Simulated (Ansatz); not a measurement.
Defect calculation: Cu interstitial in metastable rock-salt NbN

The numbers are results of PBE, PAW (plane waves to 420 eV; Ansatz, a program for electronic structure), not measurements. Set-up: 64-site cell; 4×4×4 shifted k-points; start: void with 4N4Nb nearest; no Hubbard U; energies good to tenths of an eV; the relaxation kept the symmetry of the starting site; relaxed from one start, so a lower configuration may exist.

Neighbours after relaxation, in Å: of the Cu atom: N 1.93, N 1.93, N 1.93, N 1.93.

The name describes the start; the neighbours show where the added atom ended.

```json
[
 {"charge": "0", "moment (μB)": "quenched", "point group": "Td", "largest move off a lattice site (Å)": "0.42"}
]
```

Point groups are those of the whole cell at tolerances of 0.03 and 0.1 Å ("near" where only the looser one holds); none is given for unsettled states.

Starting moments that weren't kept: charge 0 began with 1 μB and ended with 0.0.
